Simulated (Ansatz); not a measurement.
composition AgSn23, cell Ag2Sn46, first heated far above this temperature, then brought to it, at a temperature that wasn't checked against the liquidus, so perhaps supercooled [in the run: it was liquid; mean temperature 523 K (target 530 K); density 6.42 g/cm³; one k-point, which a denser mesh shifts by 0.1 GPa in pressure and 0.11 eV/Å in forces]. The atoms began on random sites, so units and networks may differ from a laboratory melt's. Bonds are counted up to Ag-Sn 4.14 Å, Sn-Sn 4.34 Å.

Question: What distribution of Ag-Sn-Sn angles does Ansatz (a first-principles code) with PBE give?

Answer: mean 95°, standard deviation 35°.
```
angle (°) | p (1/°)
      1.5 |  0.0000
      4.5 |  0.0000
      7.5 |  0.0000
     10.5 |  0.0000
     13.5 |  0.0000
     16.5 |  0.0000
     19.5 |  0.0000
     22.5 |  0.0000
     25.5 |  0.0000
     28.5 |  0.0000
     31.5 |  0.0000
     34.5 |  0.0000
     37.5 | # 0.0003
     40.5 | ###### 0.0031
     43.5 | ################ 0.0082
     46.5 | ######################## 0.0126
     49.5 | ############################## 0.0156
     52.5 | ############################## 0.0155
     55.5 | ########################## 0.0133
     58.5 | ##################### 0.0110
     61.5 | ################## 0.0095
     64.5 | ############### 0.0076
     67.5 | ############ 0.0061
     70.5 | ########### 0.0059
     73.5 | ############ 0.0063
     76.5 | ############# 0.0066
     79.5 | ############## 0.0072
     82.5 | ################ 0.0083
     85.5 | ################ 0.0083
     88.5 | ################## 0.0092
     91.5 | ################## 0.0095
     94.5 | ################### 0.0099
     97.5 | ################### 0.0097
    100.5 | ################## 0.0096
    103.5 | #################### 0.0103
    106.5 | ################### 0.0100
    109.5 | ################### 0.0099
    112.5 | ################# 0.0090
    115.5 | ############### 0.0078
    118.5 | ############### 0.0079
    121.5 | ############## 0.0074
    124.5 | ############## 0.0074
    127.5 | ############# 0.0069
    130.5 | ############# 0.0066
    133.5 | ########### 0.0058
    136.5 | ########### 0.0057
    139.5 | ########### 0.0059
    142.5 | ########## 0.0054
    145.5 | ########## 0.0054
    148.5 | ######### 0.0048
    151.5 | ######### 0.0047
    154.5 | ######## 0.0039
    157.5 | ###### 0.0033
    160.5 | ##### 0.0028
    163.5 | ##### 0.0028
    166.5 | ##### 0.0024
    169.5 | ### 0.0017
    172.5 | ### 0.0014
    175.5 | # 0.0007
    178.5 |  0.0002
```
